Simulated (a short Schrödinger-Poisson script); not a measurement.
## MOS inversion layer, SiO2 on p-type InP

Stack: MOS inversion layer, SiO2 on p-type InP, at 300 K.

```tsv
layer	material	thickness (nm)	Na (cm⁻³)
1	SiO2	2.7	-
2	InP	1700	7.7e16
```

Constants are typed, rounded textbook-type inputs, not results; the design itself was drawn at random and stands for no fabricated device. SiO2: permittivity 3.9, conduction-band edge (eV) 3.48, gap (eV) 9, electron mass (mₑ) 0.5. InP: permittivity 12.5, conduction-band edge (eV) 0, gap (eV) 1.344, Nv at 300 K (cm⁻³) 1.1e19.

Channel valleys (confinement mass, in-plane density-of-states mass, number): Γ 0.08, 0.08, 1. At the gate the conduction-band edge of layer 1 lies 3.6 eV − eVg above the Fermi level of the channel; the field vanishes at the back. Gaps are held at their typed values at every temperature. Mesh 0.03 nm at interfaces.

From a short Schrödinger-Poisson script (our own, NumPy): 1D Poisson equation in equilibrium, electrons quantum, Hartree (BenDaniel-Duke, 12 states a valley, the channel's in-plane mass for all, wave functions ending at the dielectric), parabolic valleys, classical holes, full ionisation, no traps, pinning or gate leakage.

```csv
Vg (V),electrons (cm⁻²),C (μF/cm²),Γ E0 (meV),Γ E1 (meV)
0,1.09e6,0.0797,352.5,430.2
0.1,3.58e7,0.0764,262.1,342.6
0.2,1.19e9,0.0793,171.5,254.5
0.3,3.25e10,0.210,85.3,171.0
0.4,2.53e11,0.557,29.0,118.1
0.5,6.43e11,0.704,-1.1,92.2
0.6,1.10e12,0.764,-22.2,75.3
0.7,1.58e12,0.797,-39.9,62.1
0.8,2.08e12,0.818,-55.8,50.8
0.9,2.59e12,0.833,-70.7,40.6
1,3.11e12,0.846,-85.0,31.2
1.1,3.64e12,0.856,-98.8,22.6
1.2,4.18e12,0.865,-112.2,14.5
1.3,4.72e12,0.873,-125.3,7.0
1.4,5.26e12,0.880,-138.2,-0.2
1.5,5.81e12,0.886,-150.8,-6.9
1.6,6.37e12,0.892,-163.3,-13.4
1.7,6.92e12,0.897,-175.6,-19.6
```

Gate voltages with under 1e6 electrons/cm² are left out.

Subbands count from the Fermi level.

Above a few 1e12 electrons/cm² a light Γ valley is non-parabolic and upper valleys begin to fill, which the model leaves out.
